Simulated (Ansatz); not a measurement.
Tunnelling through a barrier is set by its complex band structure: the current falls as exp(−2κd) with the smallest κ.

Consider the following.

```
CELL_PARAMETERS angstrom
      3.25067     0.00000     0.00000
      0.00000     3.25067     0.00000
      1.62533     1.62533     2.29857
ATOMIC_POSITIONS crystal
  Ga 0.00000 0.00000 0.00000
  N  0.25000 0.75000 0.50000
```

Space group of this cell: F-43m, zinc blende. The cell is strained (all lengths scaled by 1.02); by r2SCAN its mean pressure is -11.2 GPa.

Transport runs along the normal of the first two printed cell vectors, the (001) plane of the conventional cell.

The gap is the functional's own, uncorrected, and κ follows it; spin-orbit coupling is left out. Mid-gap values are interpolated between the computed energies.

Compute, with r2SCAN (Ansatz, a first-principles code), the band gap and the smallest decay constant κ at mid-gap.

Gap 1.73 eV on a 14×14×14 mesh; κ = 0.127 1/Å, at the zone centre.
